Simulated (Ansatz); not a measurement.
Effect of biaxial strain +0.90 %, plane normal [001], relaxed out of plane on Pd

Take Pd in the fcc (Cu type) structure (space group Fm-3m, No. 225; a = 3.910 Å; relaxed with 0.1 eV smearing) as the base. Axes: x, y, z lie along the cube axes.

It is then changed as follows: tensile biaxial strain of 0.90 % in the plane normal to [001], as in epitaxy on a mismatched substrate; the out-of-plane cell vector and the atoms relax.

All numbers come from DFT with r2SCAN, PAW potentials and a 500 eV plane-wave cutoff in Ansatz (a quantum-chemistry and plane-wave program), no SOC. Settings: 29×29×29 k-points, 0.1 eV Fermi–Dirac smearing.

```json
[
 {"quantity": "volume per atom", "base": "14.95 Å³", "changed": "15.01 Å³", "shift": "+0.06 Å³"},
 {"quantity": "space group", "base": "Fm-3m (No. 225)", "changed": "I4/mmm (No. 139)", "shift": "–"},
 {"quantity": "shortest interatomic distance", "base": "2.765 Å", "changed": "2.758 Å", "shift": "-0.007 Å"},
 {"quantity": "energy relative to the base (free energy F)", "base": "0 meV/atom", "changed": "+0.9 meV/atom", "shift": "+0.9 meV/atom"},
 {"quantity": "pressure (mean of the normal stresses, compression positive)", "base": "0.0 GPa", "changed": "-0.7 GPa", "shift": "-0.7 GPa"},
 {"quantity": "band gap", "base": "zero", "changed": "zero", "shift": "–"},
 {"quantity": "out-of-plane strain", "base": "–", "changed": "-1.40 %", "shift": "–"},
 {"quantity": "ratio −ε⊥/ε∥", "base": "–", "changed": "1.55", "shift": "–"},
 {"quantity": "mean in-plane stress (compression positive)", "base": "–", "changed": "-1.0 GPa", "shift": "–"}
]
```

Cost of the whole job for the changed cell (relaxation, final SCF and bands): around 2.4 core-minutes (rough).

Stability against distortions was not tested. The final runs are not spin-polarised. Pd has a high density of states at the Fermi level and may be magnetic at this level.
